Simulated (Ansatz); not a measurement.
## BN, response to strain

Start from BN in the wurtzite structure (space group P6_3mc, No. 186).

```yaml
crystal:
  lattice:
    - [2.52320, 0.00000, 0.00000]
    - [-1.26160, 2.18516, 0.00000]
    - [0.00000, 0.00000, 4.17514]
  atoms:
    - { symbol: B, position: [0.33333, 0.66667, 0.00030] }
    - { symbol: B, position: [0.66667, 0.33333, 0.50030] }
    - { symbol: N, position: [0.33333, 0.66667, 0.37470] }
    - { symbol: N, position: [0.66667, 0.33333, 0.87470] }
```

Cartesian axes are those of the cell as printed.

Strains are applied to the cell and any free atomic positions relax; under biaxial strain the out-of-plane vector relaxes too.

All numbers come from LDA (Ansatz, a quantum-chemistry and plane-wave program; PAW; 420 eV plane waves; no spin-orbit coupling).

Notes on the quantities. pressure: mean of the normal stresses, compression positive.

| case | out-of-plane strain | band gap | electron mass | pressure |
|---|---|---|---|---|
| base | – | 4.93 eV | 0.30 mₑ along c, 0.50 mₑ across (at K) | 0.00 GPa |
| biaxial strain −3.00 %, plane normal [001], relaxed out of plane | +0.36 % | 4.57 eV | 0.30 mₑ out of plane, 0.47 mₑ in plane (at K) | 25.81 GPa |
| biaxial strain −2.40 %, plane normal [001], relaxed out of plane | +0.29 % | 4.65 eV | 0.30 mₑ out of plane, 0.48 mₑ in plane (at K) | 20.10 GPa |
| biaxial strain −1.80 %, plane normal [001], relaxed out of plane | +0.21 % | 4.73 eV | 0.30 mₑ out of plane, 0.48 mₑ in plane (at K) | 14.67 GPa |
| biaxial strain −1.20 %, plane normal [001], relaxed out of plane | +0.14 % | 4.80 eV | 0.29 mₑ out of plane, 0.48 mₑ in plane (at K) | 9.51 GPa |
| biaxial strain −0.60 %, plane normal [001], relaxed out of plane | +0.07 % | 4.87 eV | 0.30 mₑ out of plane, 0.49 mₑ in plane (at K) | 4.63 GPa |

Masses are band curvatures over ±0.01 Å⁻¹ around the edge. Stability against distortions was not tested.
